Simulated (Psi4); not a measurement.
Psi4 1.11, unrestricted B3LYP/def2-svp: fluoroethane anion (CCF), charge -1, multiplicity 2, 8 atoms. The geometry is a generated start, not checked to be a minimum at this level.

```json
{
 "task": "energy",
 "method": "b3lyp",
 "basis": "def2-svp",
 "memory": "3 GB",
 "maxiter": "100",
 "keys_of_the_molecule_block": "symmetry c1",
 "scf_type": "df (default)",
 "e_convergence": "1e-06 (default)",
 "d_convergence": "1e-06 (default)",
 "dft_radial_points": "75 (default)",
 "dft_spherical_points": "302 (default)",
 "basis_functions": "67",
 "grid_points": "172922"
}
```

```xyz
8

C      0.7733     0.1013     0.0460
C     -0.7200    -0.1610     0.0006
F     -1.3531     0.8151    -0.7334
H      1.2592    -0.6736     0.6315
H      1.1873     0.1008    -0.9595
H      0.9688     1.0685     0.5030
H     -1.1672    -0.1375     1.0000
H     -0.9484    -1.1137    -0.4882
```

Charge -1 and multiplicity 2 are set for this test and not shown to be the ground state.

With the defaults (diis = true, scf_initial_accelerator = adiis, damping_percentage = 0, guess = auto, which took SAD, diis_start = 1, diis_max_vecs = 10) it converges in 11 SCF iterations. One run each on 2 threads, with these changes:
- diis_start = 4
- damping_percentage = 60
- diis = false, scf_initial_accelerator = none, damping_percentage = 60
- diis_max_vecs = 20
- guess = modhuckel
- guess = gwh
- guess = huckel
- diis_max_vecs = 3
- scf_initial_accelerator = none

### Question
Which runs fail or end elsewhere than the default run?

### Answer
No convergence: diis = false, scf_initial_accelerator = none, damping_percentage = 60 (the run ends without SCF convergence in 100 iterations). The rest reach the solution of the defaults.

```json
[
 {"setting": "the defaults", "SCF iterations": "11", "end": "same solution"},
 {"setting": "guess = modhuckel", "SCF iterations": "11", "end": "same solution"},
 {"setting": "guess = huckel", "SCF iterations": "11", "end": "same solution"},
 {"setting": "scf_initial_accelerator = none", "SCF iterations": "11", "end": "same solution"},
 {"setting": "diis_max_vecs = 20", "SCF iterations": "11", "end": "same solution"},
 {"setting": "diis_max_vecs = 3", "SCF iterations": "13", "end": "same solution"},
 {"setting": "guess = gwh", "SCF iterations": "13", "end": "same solution"},
 {"setting": "diis_start = 4", "SCF iterations": "16", "end": "same solution"},
 {"setting": "damping_percentage = 60", "SCF iterations": "62", "end": "same solution"},
 {"setting": "diis = false, scf_initial_accelerator = none, damping_percentage = 60", "SCF iterations": "100", "end": "no convergence"}
]
```
